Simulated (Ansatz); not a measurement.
```yaml
crystal:
  lattice:
    - [0.03901, 3.42164, 3.42164]
    - [3.42164, 0.03901, 3.42164]
    - [3.46065, 3.46065, 0.00000]
  atoms:
    - { symbol: Rb, position: [0.00000, 0.00000, 0.00000] }
    - { symbol: Br, position: [0.50000, 0.50000, 0.50000] }
```

No spin polarisation.

The values are results of Ansatz (a quantum-chemistry and plane-wave program) PBEsol, without spin-orbit coupling, not measurements. Γ-centred 8×8×8 mesh, Fermi–Dirac width 0.05 eV.

What is the computed valence-band top at Γ (three highest levels, from the VBM)?

0.00, -0.02, -0.04 eV.

What band gap does the calculation give?

4.20 eV.

Estimate the pressure (mean of the normal stresses, compression positive).

0.01 GPa.

What is the computed gap character?

Direct at Γ.

The cells carry an imposed strain or load. Whether these cells are dynamically stable was not tested. The cell was made from RbBr in the rock salt structure (space group Fm-3m, No. 225) by this change: tensor shear ε_xy = +1.14 %.
